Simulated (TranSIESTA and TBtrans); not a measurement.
Device: Au point contact of 2 atoms in a row between two rods, one bond stretched by the factor 1.25. Leads: fcc Au rod along [100], layers of 5 and 4 atoms, a = 4.16 Å. Geometry: as built, not relaxed. Transport runs along z; the first 18 and the last 18 of the 69 atoms are the lead cells, repeated to infinity.

```xyz
69
Lattice="14.383 0.000 0.000 0.000 14.383 0.000 0.000 0.000 36.663" Properties=species:S:1:pos:R:3 pbc="F F T"
Au     7.192     7.192     0.000
Au    10.133     7.192     0.000
Au     7.192    10.133     0.000
Au     4.250     7.192     0.000
Au     7.192     4.250     0.000
Au     8.662     8.662     2.080
Au     5.721     8.662     2.080
Au     8.662     5.721     2.080
Au     5.721     5.721     2.080
Au     7.192     7.192     4.160
Au    10.133     7.192     4.160
Au     7.192    10.133     4.160
Au     4.250     7.192     4.160
Au     7.192     4.250     4.160
Au     8.662     8.662     6.240
Au     5.721     8.662     6.240
Au     8.662     5.721     6.240
Au     5.721     5.721     6.240
Au     7.192     7.192     8.320
Au    10.133     7.192     8.320
Au     7.192    10.133     8.320
Au     4.250     7.192     8.320
Au     7.192     4.250     8.320
Au     8.662     8.662    10.400
Au     5.721     8.662    10.400
Au     8.662     5.721    10.400
Au     5.721     5.721    10.400
Au     7.192     7.192    12.480
Au    10.133     7.192    12.480
Au     7.192    10.133    12.480
Au     4.250     7.192    12.480
Au     7.192     4.250    12.480
Au     8.662     8.662    14.560
Au     5.721     8.662    14.560
Au     8.662     5.721    14.560
Au     5.721     5.721    14.560
Au     7.192     7.192    16.640
Au     7.192     7.192    20.023
Au     8.662     8.662    22.103
Au     5.721     8.662    22.103
Au     8.662     5.721    22.103
Au     5.721     5.721    22.103
Au     7.192     7.192    24.183
Au    10.133     7.192    24.183
Au     7.192    10.133    24.183
Au     4.250     7.192    24.183
Au     7.192     4.250    24.183
Au     8.662     8.662    26.263
Au     5.721     8.662    26.263
Au     8.662     5.721    26.263
Au     5.721     5.721    26.263
Au     7.192     7.192    28.343
Au    10.133     7.192    28.343
Au     7.192    10.133    28.343
Au     4.250     7.192    28.343
Au     7.192     4.250    28.343
Au     8.662     8.662    30.423
Au     5.721     8.662    30.423
Au     8.662     5.721    30.423
Au     5.721     5.721    30.423
Au     7.192     7.192    32.503
Au    10.133     7.192    32.503
Au     7.192    10.133    32.503
Au     4.250     7.192    32.503
Au     7.192     4.250    32.503
Au     8.662     8.662    34.583
Au     5.721     8.662    34.583
Au     8.662     5.721    34.583
Au     5.721     5.721    34.583
```

Run with TranSIESTA and TBtrans (open boundaries, self-consistent; PseudoDojo norm-conserving potentials, scalar-relativistic): PAO.BasisSize SZP, PAO.EnergyShift 0.15 eV, XC.Authors PBE, Mesh.Cutoff 150 Ry, ElectronicTemperature 300 K, TBT.Elecs.Eta 0.001 eV, no spin polarisation.

Task: Give the current of both spins against bias, self-consistently and from the zero-bias transmission integrated over the bias window.

Result: 
```
V (V)  I self-consistent (μA)  I from the zero-bias T(E) (μA)
-----  ----------------------  ------------------------------
0.2                      11.3                            11.4
0.4                      21.6                            22.6
0.6                      26.6                            33.5
```

Positive bias raises the left lead's chemical potential. The energy step is 0.02 eV; narrower resonances are cut or missed.

Spin-orbit coupling, left out here, matters for the heavy atoms.
